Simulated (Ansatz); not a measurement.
Cost and result by functional for the surface energy of the (320) surface of fcc Sr in its 1x1 cell, outermost plane spacing 0.84 Å in the ideal cut, in Ansatz (plane waves, PAW). Single points on the PBE structure, on one kind of machine; costs are rough ratios of the slab run's core time (references not counted) to the cheapest single point. r2SCAN's cost holds its higher cutoff (500 against 420 eV). Differences are taken against r2SCAN for comparison alone: no measured value is at hand, so the table doesn't rank accuracy.

Model: 13-atom slab, 10.0 Å thick at the start (thin: gaps and levels are the slab's own), 7x4x1 mesh, Fermi-Dirac 0.1 eV, dipole correction, all atoms relaxed; held to the part of the start's symmetry that mesh and held atoms allow; no spin, no spin-orbit, no U. These notes are the PBE run's.

```tsv
functional	relative cost	surface energy (J/m²)	less r2SCAN (J/m²)
PBEsol	1	0.46	0.00
LDA	1	0.47	0.02
RPBE	1	0.38	-0.08
r2SCAN	2	0.46	0.00
PBE (the relaxed run's value)	–	0.42	-0.04
```

The values span 0.10 J/m², while the single points' costs differ by a factor of roughly 2. Differences are of unrounded values.

Ansatz is a first-principles code.
